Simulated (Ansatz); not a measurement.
# Ru, response to strain

Base system: Ru in the hcp (Mg type) structure (space group P6_3/mmc, No. 194; a = 2.706 Å, c = 4.265 Å; relaxed with 0.1 eV smearing). Axes: x lies along a and z along c of the hexagonal cell.

Strains are applied to the cell and any free atomic positions relax; under biaxial strain the out-of-plane vector relaxes too.

The values are results of DFT with r2SCAN, PAW potentials and a 500 eV plane-wave cutoff in Ansatz (an electronic-structure program), no SOC, earlier PAW set, not measurements.

```csv
"biaxial strain, plane normal [001], relaxed out of plane (%)",out-of-plane strain (%)
-2.62,1.46
-1.87,1.04
-0.83,0.46
-0.55,0.30
-0.36,?
0,0.00
```

Question: Fit ε⊥ = −νε + γε² (strains in %) to the rows shown and predict the withheld row.

Answer: Least squares on the printed values gives ν = 0.55 (the biaxial Poisson response) and γ = 0.003 (largest residual 0.00 %); this predicts 0.20 %, and the run gives 0.20 %, in agreement.

Stability against distortions was not tested. All final runs are without spin polarisation.
